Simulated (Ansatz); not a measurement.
Given:

```
Ga5LiO8
1.0
    5.87066     0.00000     0.00000
    0.00000     5.77283     0.00000
    0.00000     0.00000     8.18728
Li Ga O
2 10 16
Cartesian
  2.93533   2.88641   0.00000
  0.00000   2.88641   4.09364
  0.00000   4.37091   0.94848
  0.00000   1.40192   7.23880
  2.93533   1.40192   5.04212
  2.93533   4.37091   3.14516
  0.00000   0.00000   4.09364
  2.93533   0.00000   0.00000
  4.40299   1.55834   2.04682
  1.46766   4.21448   6.14046
  4.40299   4.21448   6.14046
  1.46766   1.55834   2.04682
  0.00000   5.66298   6.08451
  0.00000   0.10985   2.10276
  2.93533   0.10985   1.99088
  2.93533   5.66298   6.19640
  4.32792   1.39261   0.09432
  1.54274   4.38022   8.09296
  4.47807   4.38022   4.18796
  1.39259   1.39261   3.99932
  4.32792   4.38022   8.09296
  1.54274   1.39261   0.09432
  4.47807   1.39261   3.99932
  1.39259   4.38022   4.18796
  2.93533   2.83805   2.08116
  2.93533   2.93478   6.10612
  0.00000   2.93478   6.17480
  0.00000   2.83805   2.01248
```

Computed with PBEsol, rigid bands (plane waves, PAW, scalar-relativistic; Ansatz, a first-principles code). Geometry: cell and atoms relaxed with PBEsol.

Task: Predict the electron conductivity mass (n e² τ/σ) at 300 K, by direction if it differs.

Result: 0.28 (x), 0.26 (y), 0.27 (z) mₑ.

Task: And the band gap?

Result: 2.51 eV at this level; semilocal functionals usually fall short of the measured gap.

Rigid bands, one relaxation time for all states, no polarons. Spin-orbit coupling is left out; where it splits the top of the valence band it changes the hole mass and lowers the gap by about a third of the splitting.

Computed structure with no diffraction record at hand here (it may be known, metastable or hypothetical): LiGa5O8 (Pmna).
